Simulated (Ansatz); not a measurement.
**A computed series for TiO2: response to strain**

Start from TiO₂ in the anatase structure (space group I4_1/amd, No. 141).

```xyz
6
Lattice="-1.8697 1.8697 4.7275 1.8697 -1.8697 4.7275 1.8697 1.8697 -4.7275" Properties=species:S:1:pos:R:3 pbc="T T T"
Ti     0.0000     1.8697     2.3638
Ti     0.0000     0.0000     0.0000
O      0.0000     1.8697     0.3973
O      0.0000     0.0000     7.4886
O      0.0000     0.0000     1.9665
O      0.0000     1.8697     4.3303
```

Cartesian axes are those of the cell as printed.

Strains are applied to the cell and any free atomic positions relax; under biaxial strain the out-of-plane vector relaxes too.

Level of theory: Ansatz (a quantum-chemistry and plane-wave program), LDA, PAW, cutoff 420 eV, no spin-orbit coupling.

Notes on the quantities. energy relative to the base: free energy F.

```json
[
 {"biaxial strain, plane normal [001], relaxed out of plane (%)": "-3", "energy relative to the base (meV/atom)": "17.9"},
 {"biaxial strain, plane normal [001], relaxed out of plane (%)": "-2.4", "energy relative to the base (meV/atom)": "11.5"},
 {"biaxial strain, plane normal [001], relaxed out of plane (%)": "-1.8", "energy relative to the base (meV/atom)": "6.5"},
 {"biaxial strain, plane normal [001], relaxed out of plane (%)": "-1.2", "energy relative to the base (meV/atom)": "2.9"},
 {"biaxial strain, plane normal [001], relaxed out of plane (%)": "-0.6", "energy relative to the base (meV/atom)": "?"},
 {"biaxial strain, plane normal [001], relaxed out of plane (%)": "0", "energy relative to the base (meV/atom)": "0.0"}
]
```

Q: Fit ΔE = Aε² + Bε³ (ε in %) to the rows shown and predict the withheld row.

A: Least squares on the printed values gives A = 2.03 and B = 0.014 meV/atom (largest residual 0.0 meV/atom); this predicts 0.7 meV/atom, and the run gives 0.7 meV/atom, in agreement.

No phonon test of stability was made. All final runs are without spin polarisation.
